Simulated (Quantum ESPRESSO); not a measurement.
Worked example: self-consistent single point of Sr (Fm-3m, 1 atom in the cell) in Quantum ESPRESSO.

Method: PBE, PseudoDojo stringent norm-conserving (PBE) pseudopotentials (plane waves; Quantum ESPRESSO 7.5).

```
CELL_PARAMETERS angstrom
      0.00000     3.03088     3.03088
      3.03088     0.00000     3.03088
      3.03088     3.03088     0.00000
ATOMIC_POSITIONS crystal
  Sr 0.00000 0.00000 0.00000
```

Reference input (self-consistent single point, DFT, PBE, plane waves, PseudoDojo standard norm-conserving (PBE) pseudopotentials): ecutwfc = 70 Ry; occupations = smearing; smearing = fermi-dirac; degauss = 0.0073499 Ry; potentials = {Sr: Sr.upf}; K_POINTS = automatic 6 6 6 0 0 0; conv_thr = 1e-08 Ry; mixing_beta = 0.4. This run's input differs from it in these lines:

```diff
@@ -12,3 +12,3 @@
    ntyp = 1,
-   ecutwfc = 70,
+   ecutwfc = 36,
    occupations = 'smearing',
```

Its files differ too (potentials: PseudoDojo stringent norm-conserving (PBE)).

Output, abridged:

```
     Self-consistent Calculation

     iteration #  1     ecut=    36.00 Ry     beta= 0.40

     Threshold (ethr) on eigenvalues was too large:
     Diagonalizing with lowered threshold

     total energy              =     -68.41418514 Ry
     estimated scf accuracy    <       0.00166109 Ry

     iteration #  2     ecut=    36.00 Ry     beta= 0.40

     total energy              =     -68.41457956 Ry
     estimated scf accuracy    <       0.00054582 Ry

     iteration #  3     ecut=    36.00 Ry     beta= 0.40
     c_bands:  1 eigenvalues not converged

     total energy              =     -68.41462513 Ry
     estimated scf accuracy    <       0.00002187 Ry

     iteration #  4     ecut=    36.00 Ry     beta= 0.40
     c_bands:  1 eigenvalues not converged

     total energy              =     -68.41462982 Ry
     estimated scf accuracy    <       0.00000101 Ry

     iteration #  5     ecut=    36.00 Ry     beta= 0.40

     total energy              =     -68.41463018 Ry
     estimated scf accuracy    <       0.00000013 Ry

     iteration #  6     ecut=    36.00 Ry     beta= 0.40
     End of self-consistent calculation

     the Fermi energy is     5.0410 ev

!    total energy              =     -68.41463019 Ry
     estimated scf accuracy    <          2.1E-09 Ry
     smearing contrib. (-TS)   =      -0.00419368 Ry
     internal energy E=F+TS    =     -68.41043651 Ry

     convergence has been achieved in   6 iterations

     Forces acting on atoms (cartesian axes, Ry/au):

     atom    1 type  1   force =     0.00000000    0.00000000    0.00000000

     Total force =     0.000000     Total SCF correction =     0.000000

          total   stress  (Ry/bohr**3)                   (kbar)     P=      -68.31
  -0.00046438   0.00000000   0.00000000          -68.31        0.00        0.00
   0.00000000  -0.00046438  -0.00000000            0.00      -68.31       -0.00
   0.00000000   0.00000000  -0.00046438            0.00        0.00      -68.31

   JOB DONE.
```

The run converged in 6 iterations. Against the reference run the pressure goes from -0.11 to -6.83 GPa.

The starting cell has typed, rounded lattice constants, without a prior relaxation at this level. Its lattice was rescaled by up to half a per cent.
